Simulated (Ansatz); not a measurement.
Start from BP in the zinc blende structure (space group F-43m, No. 216; a = 4.537 Å). Axes: x, y, z lie along the cube axes.

Calculations: Kohn–Sham DFT with the r2SCAN functional, run in Ansatz (a program for electronic structure) with PAW and 500 eV plane waves, spin-orbit coupling left out.

Base values:

| Item | Value |
|---|---|
| Pressure | -0.01 GPa |
| Shortest interatomic distance | 196.4 pm |

It is then changed as follows: biaxial strain +0.57 %, plane normal [001], relaxed out of plane (Cartesian); in-plane vectors clamped, the third vector and the atoms free.

What does the calculation give for the energy relative to the base, pressure and shortest interatomic distance after the change?

The energy goes up by 1.0 meV/atom; the pressure (mean of the normal stresses, compression positive) drops by 1.50 GPa, from -0.01 GPa to -1.51 GPa; the shortest interatomic distance rises by 0.6 pm, from 196.4 pm to 197.0 pm.

No phonon test of stability was made.
